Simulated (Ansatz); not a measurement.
Start from WSi2 (space group I4/mmm, No. 139; a = 3.202 Å, c = 7.818 Å; relaxed with 0.1 eV smearing).

Calculations: Ansatz (an electronic-structure program) PBEsol, without spin-orbit coupling.

Base values:

* **Pressure**: 0.0 GPa

Perturbation: the cell is scaled by 1.0150 in all directions, atoms relaxed at fixed cell.

Q: Predict the new energy relative to the base.

A: The energy rises by 19 meV/atom.

Q: Estimate the effect on the pressure.

A: The pressure (mean of the normal stresses, compression positive) goes from zero to -9.4 GPa.

The cells carry an imposed strain or load. Whether these cells are dynamically stable was not tested. All final runs are without spin polarisation.
